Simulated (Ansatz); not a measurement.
**CaZrS3 (model structure, started from the cubic perovskite type, Pm-3m, No. 221, 5 atoms in the cell)**

Computed with HSE06+SOC in Ansatz (plane waves, PAW).

Run with plane-wave cutoff 460 eV, 4×4×4 k mesh, Fermi–Dirac smearing 0.01 eV, PAW data made under PBE.

Cell (relaxed with PBEsol):

```cif
data_CaS3Zr
_chemical_formula_sum 'Ca1 Zr1 S3'
_space_group_name_H-M_alt 'P 1'
_space_group_IT_number 1
_cell_length_a 4.92496
_cell_length_b 4.92496
_cell_length_c 4.92496
_cell_angle_alpha 90.000
_cell_angle_beta 90.000
_cell_angle_gamma 90.000
loop_
_space_group_symop_operation_xyz
  'x, y, z'
loop_
_atom_site_label
_atom_site_type_symbol
_atom_site_fract_x
_atom_site_fract_y
_atom_site_fract_z
_atom_site_occupancy
Ca1 Ca 0.00000 0.00000 0.00000 1
Zr1 Zr 0.50000 0.50000 0.50000 1
S1 S 0.00000 0.50000 0.50000 1
S2 S 0.50000 0.50000 0.00000 1
S3 S 0.50000 0.00000 0.50000 1
```

For CaZrS3 (model structure, started from the cubic perovskite type, Pm-3m, No. 221, 5 atoms in the cell), the band gap is 1.02 eV (on the SCF k mesh) (indirect) and the smallest direct gap on the k points sampled is 1.64 eV.

Note: the relaxation could raise the start's symmetry but not lower it, so the cell can be a saddle point; cell and atoms aren't relaxed at this level (pressure 1.7 GPa).

Cost on a shared machine: about 8 core-minutes (a rough figure).

A model structure was made by putting elements into a prototype or built by hand; it is no filed structure, need not be a known phase, and can be a saddle point held by its symmetry.

Ansatz is an electronic-structure program.
